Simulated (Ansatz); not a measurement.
For Li3Cd (Fm-3m), PBEsol, DFPT electron-phonon coupling, linearised Boltzmann equation in Ansatz (a program for electronic structure) gives a transport coupling λ_tr = 0.648 and a Drude plasma energy ħω_p = 6.67 eV.

Question: Estimate the resistivity at 300 K from the high-temperature formula ρ = 2π λ_tr k_B T / (ħ ε₀ ω_p²), and say how the full Boltzmann solution compares.

Answer: The scattering rate is 1/τ = 2π λ_tr k_B T/ħ = 1.60e14 s⁻¹ and ω_p = 1.01e16 s⁻¹, so ρ ≈ 17.6 μΩ·cm. The Boltzmann solution gives 16.3 μΩ·cm, 0.93 times the estimate.

A metal at this level (no band gap). Only scattering by harmonic phonons is included (no impurities, grain boundaries, electron-electron scattering or thermal expansion). Spin-orbit coupling is left out. The self-energy correction of the phonons between q points moved λ by about 2 %. The run warned that the eigensolver left some states short of its tolerance. Halving the electron mesh (24x24x24) moves the resistivity by up to 1 % at 300 K, the coupling by up to 1 %. Smearing 0.20 eV; phonons on a 4x4x4 q mesh, which this run doesn't test.

Computed structure with no diffraction record at hand here (it may be known, metastable or hypothetical): Li3Cd (Fm-3m).
